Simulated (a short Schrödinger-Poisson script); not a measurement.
Stack: MOS inversion layer, Al2O3 on p-type Ge(111), at 300 K.

```tsv
layer	material	thickness (nm)	Na (cm⁻³)
1	Al2O3	6.9	-
2	Ge	300	1.9e18
```

The device is made up for the run: typed textbook-type constants, with dimensions and the other settings drawn at random. Al2O3: permittivity 9, conduction-band edge (eV) 2.65, gap (eV) 6.8, electron mass (mₑ) 0.3. Ge: permittivity 16, conduction-band edge (eV) 0, gap (eV) 0.664, Nv at 300 K (cm⁻³) 6e18.

Channel valleys (confinement mass, in-plane density-of-states mass, number): L1 1.59, 0.08, 1; L3 0.09, 0.34, 3. At the gate the conduction-band edge of layer 1 lies 2.95 eV − eVg above the Fermi level of the channel; the field vanishes at the back. Gaps are held at their typed values at every temperature. Mesh 0.03 nm at interfaces.

From a short Schrödinger-Poisson script (our own, NumPy): 1D Poisson equation in equilibrium, electrons classical, Fermi-Dirac, parabolic valleys, classical holes, full ionisation, no traps, pinning or gate leakage.

The same stack at other levels of the model or other numerical settings:

| run | sheet density of all electrons at Vg = 2.4 V (cm⁻²) | sheet density of all electrons at Vg = 1.2 V (cm⁻²) | capacitance at Vg = 2.4 V (μF/cm²) | centroid of the channel electrons at Vg = 2.4 V (nm) | rough cost against the base |
|---|---|---|---|---|---|
| base | 9.05e12 | 1.51e12 | 1.06 | 0.67 | about 1 |
| electrons treated as classical, Boltzmann | 9.70e12 | 1.62e12 | 1.12 | [?] | 0.2 |
| electrons treated as quantum, Hartree | 8.02e12 | 8.71e11 | [?] | [?] | 7 |
| mesh six times as coarse | 8.95e12 | 1.46e12 | 1.06 | 0.75 | 0.3 |

Question: What belongs in the gaps?

Answer: 
- electrons treated as quantum, Hartree, centroid of the channel electrons at Vg = 2.4 V (nm): 1.51
- electrons treated as quantum, Hartree, capacitance at Vg = 2.4 V (μF/cm²): 1.02
- electrons treated as classical, Boltzmann, centroid of the channel electrons at Vg = 2.4 V (nm): 0.36

The classical rows ignore confinement, and Boltzmann statistics overrate the density once the band edge passes the Fermi level.

Only the L valleys are kept; under strong confinement the Δ valleys of Ge fill too.
